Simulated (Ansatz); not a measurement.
The starting structures come from a database of crystals and need not be the phases stable at ambient conditions.

Evanescent states of CuI (P6_3mc, wurtzite, not sure to be the ambient phase, 4 atoms a cell, 27.2 Å³ an atom) along the normal of (100)

All values below come from r2SCAN (plane waves, PAW; Ansatz, a quantum-chemistry and plane-wave program).

The gap is the functional's own, uncorrected, and κ follows it; spin-orbit coupling is left out. Mid-gap values are interpolated between the computed energies.

Energies count from the valence-band top; κ is the least over a 8×6 mesh across the current.

| E (eV) | κ (1/Å) | where |
|---|---|---|
| 0.05 | 0.056 | Γ |
| 0.15 | 0.093 | Γ |
| 0.25 | 0.114 | Γ |
| 0.35 | 0.129 | Γ |
| 0.45 | 0.139 | Γ |
| 0.55 | 0.146 | Γ |
| 0.65 | 0.150 | Γ |
| 0.75 | 0.152 | Γ |
| 0.85 | 0.152 | Γ |
| 0.95 | 0.151 | Γ |
| 1.05 | 0.147 | Γ |
| 1.15 | 0.141 | Γ |
| 1.25 | 0.133 | Γ |
| 1.35 | 0.123 | Γ |
| 1.45 | 0.109 | Γ |
| 1.55 | 0.090 | Γ |
| 1.65 | 0.062 | Γ |

### Question
How thick must the barrier be to attenuate the transmission by 10^4 when the electrodes' Fermi level lies at 0.85 eV, and what attenuation does that film give at 1.15 eV?

### Answer
d = 4 ln 10 / (2 × 0.152) = 30.3 Å. At 1.15 eV it gives 4 × 0.141/0.152 = 3.7 decades.
